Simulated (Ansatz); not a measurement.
Input and output of a self-consistent single point for CaSiAu (P3m1, 3 atoms in the cell) (Ansatz, a quantum-chemistry and plane-wave program).

Method of the run: LDA (PW92), default PAW files made with PBE (plane waves; Ansatz).

The change in words: lattice scaled by 0.98; basis.ecutrho_ratio: default → 12. Reference geometry:
```
CaSiAu
1.0
    4.30595     0.00000     0.00000
   -2.15298     3.72906     0.00000
    0.00000     0.00000     3.92279
Ca Si Au
1 1 1
Direct
  0.00000   0.00000   0.01275
  0.66667   0.33333   0.50000
  0.33333   0.66667   0.50000
```

Reference input (self-consistent single point, DFT, LDA (PW92), plane waves, default PAW files made with PBE): basis.ecutwfc = 420 eV; kpoints.mp_grid.grid = 9 9 9; hamiltonian.xc = lda; hamiltonian.pseudopotentials = {kind: paw} (the program's default PAW files); scf.occupations.method = fermi_dirac; scf.occupations.width = 0.1 eV. This run's input differs from it in these lines:

Ansatz 0.2 input:
```diff
@@ -3,11 +3,12 @@
   lattice:
-    - [4.305952, 0.000000, 0.000000]
-    - [-2.152976, 3.729064, 0.000000]
-    - [0.000000, 0.000000, 3.922788]
+    - [4.219833, 0.000000, 0.000000]
+    - [-2.109916, 3.654483, 0.000000]
+    - [0.000000, 0.000000, 3.844332]
   atoms:
-    - { symbol: Ca, position_ang: [0.000000, 0.000000, 0.050000] }
-    - { symbol: Si, position_ang: [2.152978, 1.243020, 1.961394] }
-    - { symbol: Au, position_ang: [-0.000002, 2.486044, 1.961394] }
+    - { symbol: Ca, position_ang: [0.000000, 0.000000, 0.049000] }
+    - { symbol: Si, position_ang: [2.109919, 1.218160, 1.922166] }
+    - { symbol: Au, position_ang: [-0.000002, 2.436323, 1.922166] }
 basis:
   ecutwfc: 420.0 eV
+  ecutrho_ratio: 12
 kpoints:
```

Output (repeated stretches shortened):

```
SCF iter   1: F=—  HF=-15248.410279 eV  |F-HF|=—  |Δ(HF+E_count)|=         —  Δρ=5.31e-3  dr2=9.23e-3  ethr=1.77e-3  ⟨swp⟩=6.5  Hψ=9757  notcnv=0
all-band conjugate gradients solve this SCF's bands
preconditioner: auto → Kerker (q_TF=auto, 2.474 Å⁻¹)
SCF iter   2: F=—  HF=-15248.409382 eV  |F-HF|=—  |Δ(HF+E_count)|=   8.96e-4  Δρ=3.07e-3  dr2=4.02e-3  ethr=2.80e-5  ⟨swp⟩=1.6  Hψ=2683  notcnv=0
SCF iter   3: F=—  HF=-15248.408770 eV  |F-HF|=—  |Δ(HF+E_count)|=   6.12e-4  Δρ=9.26e-4  dr2=6.04e-4  ethr=1.22e-5  ⟨swp⟩=2.5  Hψ=2971  notcnv=0
SCF iter   4: F=—  HF=-15248.408656 eV  |F-HF|=—  |Δ(HF+E_count)|=   1.14e-4  Δρ=2.62e-4  dr2=3.90e-5  ethr=1.83e-6  ⟨swp⟩=2.5  Hψ=3091  notcnv=0
SCF iter   5: F=—  HF=-15248.408649 eV  |F-HF|=—  |Δ(HF+E_count)|=   7.32e-6  Δρ=7.78e-5  dr2=5.52e-6  ethr=1.18e-7  ⟨swp⟩=1.0  Hψ=1851  notcnv=0
SCF iter   6: F=—  HF=-15248.408648 eV  |F-HF|=—  |Δ(HF+E_count)|=   7.85e-7  Δρ=2.64e-5  dr2=6.30e-7  ethr=1.67e-8  ⟨swp⟩=2.6  Hψ=2636  notcnv=0
SCF iter   7: F=-15248.408648 eV  HF=-15248.408648 eV  |F-HF|=3.51e-8  |Δ(HF+E_count)|=   1.44e-7  Δρ=7.43e-6  dr2=4.72e-8  ethr=3.03e-10  ⟨swp⟩=6.0  Hψ=8266  notcnv=0
SCF 1 converged in 7 iterations: F = -15248.408648 eV  dr2 = 4.72e-8
Free energy (F): -15248.408648 eV
Internal energy: -15248.359038 eV  (E = F + TS)
E sigma→0 (E₀):  -15248.383843 eV
Entropy (-TS):   -0.049610 eV (-16.537 meV/atom)
Fermi energy:    11.852336 eV
--- Forces (eV/Å), atoms counted from 1 ---
  atom   1  Ca    -0.00000000     0.00000000    -0.22456257
  atom   2  Si    -0.00000000     0.00000000     0.10883013
  atom   3  Au     0.00000000    -0.00000000     0.11571458
--- Stress (GPa, compression-positive) ---
        2.392070      -0.000000       0.000000
       -0.000000       2.392070      -0.000000
        0.000000      -0.000000       0.668109
  P = ⅓ Tr σ = 1.8174 GPa (18.174 kbar)
  The stress holds the Pulay correction. Without it, at fixed plane waves, as pw.x and ABINIT print it: P = 1.7906 GPa
```

The run converged in 7 iterations. Against the reference run the free energy falls by 7.3 meV/atom, the pressure goes from -3.42 to 1.82 GPa and the largest force goes from 0.174 to 0.225 eV/Å.

The starting cell comes from a database of computed structures (which also holds hypothetical and non-ambient phases and stackings), without a prior relaxation at this level. Its lattice was rescaled by up to half a per cent. One atom was moved a little off its site on purpose. For this run, on top of that: lattice scaled by 0.98. Ansatz's pressure includes its estimate of the finite-basis (Pulay) stress.
